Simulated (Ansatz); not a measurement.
A relaxation of the atoms of AgO (P2, 4 atoms in the cell) with Ansatz (a first-principles code).

Computed with LDA (PW92), default PAW files made with PBE (plane waves; Ansatz).

The change in words: one atom moved by 0.15 angstrom; relax: default → atoms; relax.f_tol: default → 0.02 eV/Å. Reference geometry:
```
AgO
1.0
    2.32635    -2.33977     0.00000
    2.32635     2.33977     0.00000
    0.00000     0.00000     5.56411
Ag O
2 2
Direct
  0.50000   0.00000   0.50000
  0.00000   0.50000   0.00000
  0.00000   0.00000   0.25000
  0.00000   0.00000   0.75000
```

Reference input (self-consistent single point, DFT, LDA (PW92), plane waves, default PAW files made with PBE): basis.ecutwfc = 420 eV; kpoints.mp_grid.grid = 10 10 6; hamiltonian.xc = lda; hamiltonian.pseudopotentials = {kind: paw} (the program's default PAW files); scf.occupations.method = gaussian; scf.occupations.width = 0.1 eV. This run's input differs from it in these lines:

```diff
@@ -6,3 +6,3 @@
   atoms:
-    - { symbol: Ag, position: [0.500000, 0.000000, 0.500000] }
+    - { symbol: Ag, position: [0.500000, 0.000000, 0.526959] }
     - { symbol: Ag, position: [0.000000, 0.500000, 0.000000] }
@@ -23,2 +23,4 @@
     width: 0.1
+relax:
+  f_tol: 0.02
 output:
```

Output, abridged:

```
   [... SCF lines of the steps left out ...]
relax step   1: F+E_penalty+E_count = -16021.80979394 eV  Δ(F+E_penalty+E_count) = +0.000e0 eV  max|allowed force component| = 1.699e0 eV/Å  Δτ_max = 0.0000 Å  (6 SCF iters, dr2 threshold 1.00e-5 eV, accepted)
relax step   2: F+E_penalty+E_count = -16021.91314736 eV  Δ(F+E_penalty+E_count) = -1.034e-1 eV  max|allowed force component| = 7.241e-1 eV/Å  Δτ_max = 0.0670 Å  (5 SCF iters, dr2 threshold 1.00e-4 eV, accepted)
relax step   3: F+E_penalty+E_count = -16021.93793280 eV  Δ(F+E_penalty+E_count) = -2.479e-2 eV  max|allowed force component| = 7.214e-3 eV/Å  Δτ_max = 0.0453 Å  (5 SCF iters, dr2 threshold 3.28e-5 eV, accepted)
relax step   4: F+E_penalty+E_count = -16021.93793421 eV  Δ(F+E_penalty+E_count) = -1.404e-6 eV  max|allowed force component| = 6.800e-3 eV/Å  Δτ_max = 0.0000 Å  (4 SCF iters, accepted)
the relaxation is at rest under the 2 symmetry operations that the run kept from its start: a minimum is not shown …
Stability not checked: this state was not tested for a lower state beside it, because too few of the mixer's solves of this state at the end of the SCF gave a …
Free energy (F): -16021.937934 eV
Internal energy: -16021.926763 eV  (E = F + TS)
E sigma→0 (E₀):  -16021.932349 eV
Entropy (-TS):   -0.011171 eV (-2.793 meV/atom)
Fermi energy:    9.810124 eV
--- Forces (eV/Å), atoms counted from 1 ---
  atom   1  Ag    -0.00000000     0.00000000    -0.00296354
   [... lines left out ...]
  atoms:
    - { symbol: Ag, position: [0.5, -5.551115123125783e-17, 0.506777416716588] }
    - { symbol: Ag, position: [-5.551115123125783e-17, 0.5, 0.006703944977068807] }
    - { symbol: O, position: [-1.898650707438387e-33, -5.460604932529111e-36, 0.2569259395643804] }
    - { symbol: O, position: [2.724151015020294e-33, 7.834780990150508e-36, 0.7565516987419628] }
```

The run converged. 

Summary of the result:
| Item | Result |
|---|---|
| Free energy E − TS (on the zero of these files) | -16021.9379 eV |
| Fermi level (on the code's own zero) | 9.81 eV |
| Pressure | -10.94 GPa |
| Largest force (vector length) | 0.007 eV/Å |
| Relaxation steps | 4 |

The starting cell comes from a database of computed structures (which also holds hypothetical and non-ambient phases and stackings), without a prior relaxation at this level. Its lattice was rescaled by up to half a per cent. For this run, on top of that: one atom moved by 0.15 angstrom. Ansatz's pressure includes its estimate of the finite-basis (Pulay) stress. Without the estimate this run gives -11.51 GPa. The run gives no clean gap (levels at the Fermi energy touch, overlap or are partly filled at this smearing), which alone does not show that the compound is a metal.

Cost on one core of a shared machine: roughly 2 min.

Keys are those of Ansatz 0.2.
